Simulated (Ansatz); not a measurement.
We look at the formation energy of 8 H_i + V_Al in Al (fcc, Fm-3m). Reaction: 107 Al (fcc) + 4 H2 (gas) → cell A.

Cell A: a supercell of 108 sites of Al (fcc, Fm-3m) with one empty Al site amid 12 Al; four times H off the lattice sites (3 Al at 1.83 Å and 3 H at 2.16 Å) and more; the closest two of these centres are 1.9 Å apart, the farthest 3.7 Å; spin state with PBE: run without spin, k-point mesh 3×3×3.
```
CELL_PARAMETERS angstrom
     12.12333     0.00000     0.00000
      0.00000    12.12333     0.00000
      0.00000     0.00000    12.12333
ATOMIC_POSITIONS crystal
  Al 0.99655 0.00000 0.99655
  Al 0.99699 0.16875 0.16459
  Al 0.15818 0.00000 0.15818
  Al 0.16459 0.16875 0.99699
  Al 0.99909 0.00000 0.33333
  Al 0.99699 0.16875 0.50208
  Al 0.15818 0.00000 0.50849
  Al 0.15818 0.17516 0.33333
  Al 0.99655 0.00000 0.67012
  Al 0.99886 0.16773 0.83333
  Al 0.16595 0.00000 0.83333
  Al 0.16459 0.16875 0.66968
  Al 0.99919 0.33415 0.99919
  Al 0.99886 0.50000 0.16560
  Al 0.16459 0.33635 0.16459
  Al 0.16560 0.50000 0.99886
  Al 0.99655 0.33679 0.33333
  Al 0.99886 0.50000 0.50107
  Al 0.16459 0.33635 0.50208
  Al 0.16595 0.50000 0.33333
  Al 0.99919 0.33415 0.66748
  Al 0.99922 0.50000 0.83333
  Al 0.16560 0.33447 0.83333
  Al 0.16560 0.50000 0.66780
  Al 0.99919 0.66585 0.99919
  Al 0.99699 0.83125 0.16459
  Al 0.16459 0.66365 0.16459
  Al 0.16459 0.83125 0.99699
  Al 0.99655 0.66321 0.33333
  Al 0.99699 0.83125 0.50208
  Al 0.16459 0.66365 0.50208
  Al 0.15818 0.82484 0.33333
  Al 0.99919 0.66585 0.66748
  Al 0.99886 0.83227 0.83333
  Al 0.16560 0.66553 0.83333
  Al 0.16459 0.83125 0.66968
  Al 0.33333 0.00000 0.99909
  Al 0.33333 0.17516 0.15818
  Al 0.50849 0.00000 0.15818
  Al 0.50208 0.16875 0.99699
  Al 0.33333 0.17516 0.50849
  Al 0.50849 0.00000 0.50849
  Al 0.50849 0.17516 0.33333
  Al 0.33333 0.00000 0.66757
  Al 0.33333 0.16739 0.83333
  Al 0.50072 0.00000 0.83333
  Al 0.50208 0.16875 0.66968
  Al 0.33333 0.33679 0.99655
  Al 0.33333 0.50000 0.16595
  Al 0.50208 0.33635 0.16459
  Al 0.50107 0.50000 0.99886
  Al 0.33333 0.33424 0.33333
  Al 0.33333 0.50000 0.50072
  Al 0.50208 0.33635 0.50208
  Al 0.50072 0.50000 0.33333
  Al 0.33333 0.33679 0.67012
  Al 0.33333 0.50000 0.83333
  Al 0.50107 0.33447 0.83333
  Al 0.50107 0.50000 0.66780
  Al 0.33333 0.66321 0.99655
  Al 0.33333 0.82484 0.15818
  Al 0.50208 0.66365 0.16459
  Al 0.50208 0.83125 0.99699
  Al 0.33333 0.66576 0.33333
  Al 0.33333 0.82484 0.50849
  Al 0.50208 0.66365 0.50208
  Al 0.50849 0.82484 0.33333
  Al 0.33333 0.66321 0.67012
  Al 0.33333 0.83261 0.83333
  Al 0.50107 0.66553 0.83333
  Al 0.50208 0.83125 0.66968
  Al 0.67012 0.00000 0.99655
  Al 0.66968 0.16875 0.16459
  Al 0.83333 0.00000 0.16595
  Al 0.83333 0.16773 0.99886
  Al 0.66757 0.00000 0.33333
  Al 0.66968 0.16875 0.50208
  Al 0.83333 0.00000 0.50072
  Al 0.83333 0.16739 0.33333
  Al 0.67012 0.00000 0.67012
  Al 0.66780 0.16773 0.83333
  Al 0.83333 0.00000 0.83333
  Al 0.83333 0.16773 0.66780
  Al 0.66748 0.33415 0.99919
  Al 0.66780 0.50000 0.16560
  Al 0.83333 0.33447 0.16560
  Al 0.83333 0.50000 0.99922
  Al 0.67012 0.33679 0.33333
  Al 0.66780 0.50000 0.50107
  Al 0.83333 0.33447 0.50107
  Al 0.83333 0.50000 0.33333
  Al 0.66748 0.33415 0.66748
  Al 0.66744 0.50000 0.83333
  Al 0.83333 0.33411 0.83333
  Al 0.83333 0.50000 0.66744
  Al 0.66748 0.66585 0.99919
  Al 0.66968 0.83125 0.16459
  Al 0.83333 0.66553 0.16560
  Al 0.83333 0.83227 0.99886
  Al 0.67012 0.66321 0.33333
  Al 0.66968 0.83125 0.50208
  Al 0.83333 0.66553 0.50107
  Al 0.83333 0.83261 0.33333
  Al 0.66748 0.66585 0.66748
  Al 0.66780 0.83227 0.83333
  Al 0.83333 0.66589 0.83333
  Al 0.83333 0.83227 0.66780
  H  0.42243 0.08910 0.42243
  H  0.42243 0.08910 0.24423
  H  0.42243 0.91090 0.42243
  H  0.42243 0.91090 0.24423
  H  0.24423 0.08910 0.42243
  H  0.24423 0.08910 0.24423
  H  0.24423 0.91090 0.42243
  H  0.24423 0.91090 0.24423
```

Reference: Al (fcc, Fm-3m), 108 atoms in the cell, the relaxed perfect crystal repeated, atoms not moved again, k-point mesh 3×3×3 on the run's own vectors.

Reference: an isolated H2 molecule (singlet) in a box of 11 × 11 × 13 Å.

Computed with Ansatz (plane waves, PAW), its default PAW set, cutoff 420 eV, 500 eV for r2SCAN. The structures are at rest with PBE, within the held lattices; other levels are single points on them. Neutral cells; Fermi-Dirac smearing of at most 0.10 eV in the solids, energies taken to zero width. The lattices are those relaxed with PBE, so at other levels the solids can be strained, which adds to the spread. Larger cells are relaxed from a start prepared with the learned potential CHGNet, on a coarser mesh till forces fall under 0.03 eV/Å, which some starts already meet. A dispersion term (D3(BJ), or D4 for r2SCAN) was computed beside these levels and is taken off wherever the name lacks it. The PAW files were made for PBE and serve at the other functionals too. Space groups of crystals are read within 0.01 Å. No zero-point or thermal terms. Cells are local rest points, mostly with their start's symmetry. No correction for cell size. The cell is small for its defects, so this is an ordered compound on the host's lattice rather than an isolated defect. Cell A has symmetry Pm-3m within 0.02 Å and got no random move, so less symmetric positions, which may lie lower, weren't tried.

Task: What is the computed value (r2SCAN)?

Result: 3.43 eV, for 107 Al (fcc) + 4 H2 (gas) → cell A.

Task: List the value at the remaining levels and say how far they part.

Result: 
```tsv
Functional	value (eV)	less r2SCAN
PBE	3.76	0.33
```

The levels shown span 0.33 eV, from r2SCAN (3.43) to PBE (3.76).

Ansatz is a program for electronic structure.
